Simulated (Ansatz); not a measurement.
Start from HgSe in the zinc blende structure (space group F-43m, No. 216).

Space group F-43m (No. 216); a = 6.1333 Å, b = 6.1333 Å, c = 6.1333 Å, α = 90.00°, β = 90.00°, γ = 90.00°

```json
[
 {"atom": "Se", "site": "4d", "symmetry": "-43m", "x": "0.7500", "y": "0.7500", "z": "0.7500"},
 {"atom": "Hg", "site": "4a", "symmetry": "-43m", "x": "0.0000", "y": "0.0000", "z": "0.0000"}
]
```
(The calculation used a cell of 2 atoms; values per cell refer to that cell.)

All numbers come from PBEsol in Ansatz (plane waves to 420 eV, PAW, no spin-orbit coupling).

For the base:

The band gap comes out as zero and the shortest interatomic distance is 2.656 Å. The density is 8.05 g/cm³.

The change: every Hg is replaced by Cd; the structure is relaxed again.

Tabulated Pauling electronegativity and covalent radius: Hg 2.00, 1.32 Å; Cd 1.69, 1.44 Å.

Q: Estimate the effect on the electron mass.

A: The electron mass amounts to 0.049 mₑ (at Γ).

Q: Predict the new band gap.

A: The band gap changes from zero to 0.48 eV.

Q: Estimate the effect on the hole mass.

A: The hole mass (degenerate bands, along [100]) comes out as 0.050, 0.66, 0.66 mₑ (at Γ).

Q: Predict the new shortest interatomic distance.

A: The shortest interatomic distance decreases by 0.0223 Å to 2.633 Å.

Q: How does this affect the density?

A: The density decreases by 2.40 g/cm³ (8.05 g/cm³ → 5.65 g/cm³).

With Hg present, leaving out spin-orbit coupling can change the band edges. Masses are band curvatures over ±0.01 Å⁻¹ around the edge. Stability against distortions was not tested. All final runs are without spin polarisation. The zero or small gap of HgSe can change with the level of theory.

Ansatz is a program for electronic structure.
